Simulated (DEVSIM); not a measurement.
Device: abrupt GaAs p-n junction, at 300 K.

```tsv
layer (left to right)	material	thickness (μm)	Nd (cm⁻³)	Na (cm⁻³)	τn (s)	τp (s)
1	GaAs	69.0	-	6.8e17	7.2e-9	7.2e-10
2	GaAs	29.0	3.3e14	-	7.2e-10	7.2e-10
```

Left contact: ohmic. Right contact: ohmic. Voltage is applied to the left contact. Recombination: SRH at mid-gap. Mobility is μmin + (μ − μmin)/(1 + (N/Nref)^α).

The device is made up for the run: typed textbook-type constants, with dimensions and the other settings drawn at random. Values at 300 K.

```
parameter        GaAs
-------------  ------
gap (eV)        1.424
affinity (eV)    4.07
permittivity     12.9
Nc (cm⁻³)      4.7e17
Nv (cm⁻³)        9e18
μn (cm²/Vs)      8500
μp (cm²/Vs)       400
μn,min            500
μp,min             20
Nref,n           6e16
Nref,p         1.5e17
αn               0.39
αp               0.38
```

Model (solved in DEVSIM): 1D drift-diffusion, Boltzmann statistics, complete ionisation; no tunnelling, impact ionisation, image-force lowering or self-heating.

**Question.** Tabulate band edges, carrier densities and field at zero bias.

**Answer.** Energies count from the Fermi level of the right contact; mesh points crowd at the junctions.

```tsv
x (μm)	Ec (eV)	Ev (eV)	n (cm⁻³)	p (cm⁻³)	field (V/cm)
0.000	1.357	-0.067	< 1e2	6.8e17	≈ 0
0.05438	1.357	-0.067	< 1e2	6.8e17	≈ 0
0.2425	1.357	-0.067	< 1e2	6.8e17	≈ 0
0.8460	1.357	-0.067	< 1e2	6.8e17	≈ 0
4.247	1.357	-0.067	< 1e2	6.8e17	≈ 0
13.92	1.357	-0.067	< 1e2	6.8e17	≈ 0
43.08	1.357	-0.067	< 1e2	6.8e17	≈ 0
63.74	1.357	-0.067	< 1e2	6.8e17	≈ 0
67.40	1.357	-0.067	< 1e2	6.8e17	≈ 0
68.53	1.357	-0.067	< 1e2	6.8e17	≈ 0
68.88	1.357	-0.067	< 1e2	6.8e17	≈ 0
68.99	1.347	-0.077	< 1e2	4.6e17	-18000
69.04	1.251	-0.173	< 1e2	1.1e16	-13000
69.18	1.111	-0.313	< 1e2	5.0e13	-9100
69.96	0.541	-0.883	3.9e8	13000	-5500
72.31	0.188	-1.236	3.3e14	< 1e2	≈ 0
79.83	0.188	-1.236	3.3e14	< 1e2	≈ 0
91.85	0.188	-1.236	3.3e14	< 1e2	≈ 0
96.77	0.188	-1.236	3.3e14	< 1e2	≈ 0
97.65	0.188	-1.236	3.3e14	< 1e2	≈ 0
97.91	0.188	-1.236	3.3e14	< 1e2	≈ 0
98.00	0.188	-1.236	3.3e14	< 1e2	≈ 0
```
